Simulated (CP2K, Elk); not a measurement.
A CP2K input for a self-consistent single point of AlNi (Pm-3m, 2 atoms in the cell) (DFT PBE, GPW, DZVP-MOLOPT-SR-GTH basis, GTH-PBE potentials (GTH_POTENTIALS)):

```
&GLOBAL
  PROJECT bulk
  RUN_TYPE ENERGY_FORCE
  PRINT_LEVEL MEDIUM
&END GLOBAL
&FORCE_EVAL
  METHOD Quickstep
  STRESS_TENSOR ANALYTICAL
  &DFT
    BASIS_SET_FILE_NAME BASIS_MOLOPT
    POTENTIAL_FILE_NAME GTH_POTENTIALS
    &QS
      METHOD GPW
      EPS_DEFAULT 1E-11
    &END QS
    &MGRID
      CUTOFF 600
      REL_CUTOFF 60
      NGRIDS 5
    &END MGRID
    &SCF
      SCF_GUESS ATOMIC
      EPS_SCF 1E-6
      MAX_SCF 100
      ADDED_MOS 5
      &DIAGONALIZATION
        ALGORITHM STANDARD
      &END DIAGONALIZATION
      &MIXING
        METHOD BROYDEN_MIXING
        ALPHA 0.3
        NBUFFER 10
      &END MIXING
      &SMEAR ON
        METHOD GAUSSIAN
        SIGMA [eV] 0.136
      &END SMEAR
    &END SCF
    &KPOINTS
      SCHEME MONKHORST-PACK 11 11 11
    &END KPOINTS
    &XC
      &XC_FUNCTIONAL PBE
      &END XC_FUNCTIONAL
    &END XC
    &PRINT
      &MO
        EIGENVALUES T
        OCCUPATION_NUMBERS T
        NDIGITS 8
        FILENAME mo
        &EACH
          QS_SCF 0
        &END EACH
        ADD_LAST NUMERIC
      &END MO
      &MULLIKEN ON
      &END MULLIKEN
    &END PRINT
  &END DFT
  &SUBSYS
    &CELL
      A 2.86685900 0.00000000 0.00000000
      B 0.00000000 2.86685900 0.00000000
      C 0.00000000 0.00000000 2.86685900
      PERIODIC XYZ
    &END CELL
    &COORD
      SCALED
      Al       0.50000000     0.50000000     0.50000000
      Ni       0.00000000     0.00000000     0.00000000
    &END COORD
    &KIND Al
      BASIS_SET DZVP-MOLOPT-SR-GTH-q3
      POTENTIAL GTH-PBE-q3
    &END KIND
    &KIND Ni
      BASIS_SET DZVP-MOLOPT-SR-GTH-q18
      POTENTIAL GTH-PBE-q18
    &END KIND
  &END SUBSYS
  &PRINT
    &FORCES ON
    &END FORCES
    &STRESS_TENSOR ON
    &END STRESS_TENSOR
  &END PRINT
&END FORCE_EVAL
```

Translate this input to Elk.

One input that does it (others would too):

```
tasks
  0

xctype
  20

tforce
  .true.

rgkmax
  8.0

gmaxvr
  18.0

lmaxapw
  10

lmaxo
  8

nxlo
  2

lorbcnd
  .true.

lradstp
  2

nrmtscf
  2.0

lmaxi
  4

stype
  0

swidth
  0.00499791

maxscl
  100

avec
    5.4175783479    0.0000000000    0.0000000000
    0.0000000000    5.4175783479    0.0000000000
    0.0000000000    0.0000000000    5.4175783479

atoms
  2
  'Al.in'
  1
  0.5000000000  0.5000000000  0.5000000000    0.0 0.0 0.0
  'Ni.in'
  1
  0.0000000000  0.0000000000  0.0000000000    0.0 0.0 0.0

ngridk
  11 11 11
```

Basis, cutoffs, solver keys and any potentials are the target program's own. This input uses DFT, PBE, all-electron FP-LAPW, Elk's shipped species files, APW+lo basis with extra local orbitals.

The starting cell comes from a database of computed structures (which also holds hypothetical and non-ambient phases and stackings), without a prior relaxation at this level. Its lattice was rescaled by a random factor within 2.5 % of one.
